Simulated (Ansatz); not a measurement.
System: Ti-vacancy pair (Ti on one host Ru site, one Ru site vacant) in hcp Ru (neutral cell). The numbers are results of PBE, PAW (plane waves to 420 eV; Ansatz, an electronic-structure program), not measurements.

Settings: 36 host sites, the relaxed PBE lattice, a 2×2×2 k-point mesh shifted by half a step along c, smearing 0.10 eV, spin-restricted, no image-charge correction. Static, classical nuclei. Forms of the defect that were not tried may lie lower. The start lies 0.036 eV above the lowest site run (PBE).

Barriers: single points on a 4×4×4 k-point mesh shifted by half a step along c at the bands' geometries (they differ from the bands' own by up to 0.14 eV, and are uncertain by about as much).

Relaxed starting cell (atoms counted from 1):

```
Ru34Ti
1.0
    8.16420     0.00000     0.00000
   -4.08210     7.07041     0.00000
    0.00000     0.00000     8.58609
Ti Ru
1 34
Direct
  0.10099   0.21806   0.12464
  0.11038   0.22247   0.62466
  0.11541   0.56305   0.12469
  0.10860   0.55566   0.62466
  0.11108   0.88874   0.12460
  0.11011   0.88808   0.62460
  0.44790   0.22383   0.12461
  0.44795   0.22339   0.62467
  0.44436   0.55320   0.12466
  0.44606   0.55441   0.62464
  0.44348   0.88690   0.12465
  0.44588   0.89059   0.62463
  0.77850   0.22443   0.62466
  0.77796   0.55527   0.12470
  0.77817   0.55408   0.62469
  0.77517   0.88285   0.12464
  0.77797   0.88665   0.62462
  0.22281   0.11207   0.37644
  0.22278   0.11204   0.87286
  0.21991   0.44411   0.37779
  0.21991   0.44414   0.87142
  0.22370   0.78087   0.37542
  0.22366   0.78081   0.87392
  0.56039   0.11259   0.37261
  0.56044   0.11260   0.87676
  0.55553   0.44268   0.37328
  0.55553   0.44270   0.87598
  0.55532   0.77820   0.37524
  0.55531   0.77817   0.87413
  0.88519   0.10870   0.37850
  0.88515   0.10866   0.87079
  0.88962   0.44014   0.37201
  0.88963   0.44020   0.87703
  0.89034   0.77867   0.37423
  0.89033   0.77867   0.87512
```

End state 1 differs by these moves (Å; atoms that move under 0.08 Å are left out):

| atom | element | Δx | Δy | Δz |
|---|---|---|---|---|
| 1 | Ti | -2.58 | 0.00 | 0.00 |

**Question.** What is the computed forward and backward barriers to end state 1 (PBE, PAW)?

**Answer.** forward 1.03 eV, backward 1.03 eV; at the saddle point atom 1 has neighbours Ru at 2.44, 2 Ru at 2.46, Ru at 2.59, 4 Ru at 2.91 Å. The program found a first-order saddle point.
